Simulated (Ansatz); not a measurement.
Cells marked so need not be the phases stable at ambient conditions, and some may be hypothetical.

No gap correction and no spin-orbit coupling; mid-gap values are interpolated between computed energies.

A. HgO (P3_121, not sure to be the ambient phase, 6 atoms a cell, 17.1 Å³ an atom, -3 GPa at this level), along the normal of (001)
B. GaSe (R3m, not sure to be the ambient phase, 4 atoms a cell, 24.5 Å³ an atom), along the normal of (001)
C. NbPO₅ (P4/n, not sure to be the ambient phase, 14 atoms a cell, 12.8 Å³ an atom, -7 GPa at this level), along the normal of (111)

Problem. Put the candidates in order of mid-gap decay constant of the slowest evanescent state, lowest first, for Ansatz (a first-principles code) with PBEsol.

Solution. B (0.06 1/Å), A (0.33 1/Å), C (0.41 1/Å)
